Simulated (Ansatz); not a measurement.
Consider MgTe in the zinc blende structure (space group F-43m, No. 216; a = 6.4393 Å). Axes: x, y, z lie along the cube axes.

All numbers come from plane-wave PAW DFT at the PBEsol level (Ansatz, a quantum-chemistry and plane-wave program, 420 eV), without spin-orbit coupling.

Now apply this change: the cell is scaled by 0.9750 in all directions, atoms relaxed at fixed cell.

Predict the stress tensor and what it implies for the stiffness.

Stress of the strained cell less that of the base (GPa, compression positive):
```
   3.21    0.00    0.00
   0.00    3.21    0.00
   0.00    0.00    3.21
```

Then B = −ΔP/(ΔV/V₀) with ΔV/V₀ = -0.0731 gives secant stiffness values (nonlinear terms included at this strain): B ≈ 44 GPa.

As a check, the harmonic strain energy −½ V₀ Δσ:ε is 25 meV/atom; the computed energy rise is 23 meV/atom.

Whether these cells are dynamically stable was not tested.
